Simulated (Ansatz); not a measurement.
# HfN under a change: pressure 15 GPa

Consider HfN in the rock salt structure (space group Fm-3m, No. 225; a = 4.5480 Å).

One thing is altered: a hydrostatic pressure of 15 GPa.

Calculations: Ansatz (a quantum-chemistry and plane-wave program), PBE, PAW, cutoff 420 eV, no spin-orbit coupling, earlier PAW set. Settings: 18×18×18 k-points, 0.05 eV Fermi–Dirac smearing.

The density increases by 0.71 g/cm³, from 13.59 g/cm³ to 14.30 g/cm³ and the lattice parameter a drops by 0.077 Å to 4.471 Å. The shortest interatomic distance shrinks by 0.038 Å, from 2.274 Å to 2.236 Å and the enthalpy H = E + PV relative to the base's energy comes out as +1.07 eV/atom. The band gap remains zero.

Cost of the whole job for the changed cell (relaxation, final SCF and bands): roughly 23 core-seconds.

Load acts through the strain it causes; cell and atoms are relaxed under it. No phonon test of stability was made. No other phases were tried under pressure. All final runs are without spin polarisation. An odd electron count without spin: HfN.
